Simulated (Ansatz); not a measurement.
The starting structures come from a database of crystals and need not be the phases stable at ambient conditions.

Crystal: Ba2PCl (R-3m, not sure to be the ambient phase, 4 atoms a cell, 35.9 Å³ an atom); planes in its conventional cell.

These are r2SCAN (plane waves, PAW; Ansatz, a quantum-chemistry and plane-wave program) values and carry that method's errors.

The gap is the functional's own, uncorrected, and κ follows it; spin-orbit coupling is left out. Mid-gap values are interpolated between the computed energies.

```tsv
plane	area of the cell (Å²)	mid-gap κ (1/Å)	largest κ in the gap (1/Å)
(101)	36.0	0.21	0.21
(110)	61.4	0.21	[?]
(001)	19.0	[?]	[?]
```

Q: The slowest decay depends on the direction. Supply the withheld values.

A: 
- (110), largest κ in the gap (1/Å): 0.22
- (001), mid-gap κ (1/Å): 0.27
- (001), largest κ in the gap (1/Å): 0.29
